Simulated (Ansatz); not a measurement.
The starting structures come from a database of crystals and need not be the phases stable at ambient conditions.

By PBEsol, the system below comes out a metal.

Crystal: Ga$_{2}$Cu (P4/mmm, not sure to be the ambient phase, 3 atoms a cell, 15.2 Å³ an atom); planes in its conventional cell.

The numbers are results of PBEsol (plane waves, PAW; Ansatz, a first-principles code), not measurements.

Ballistic conductance counts the channels of both spins, as a mean over 0.1 eV about the Fermi level; spin-orbit coupling is left out.

| plane | area (Å²) | G/A (10¹⁵ S/m²) |
|---|---|---|
| (100) | 16.2 | 0.79 |
| (001) | 7.8 | … |
| (110) | 23.0 | … |

Problem. Complete the blanks.

Solution. 
- (001), G/A (10¹⁵ S/m²): 0.64
- (110), G/A (10¹⁵ S/m²): 0.83
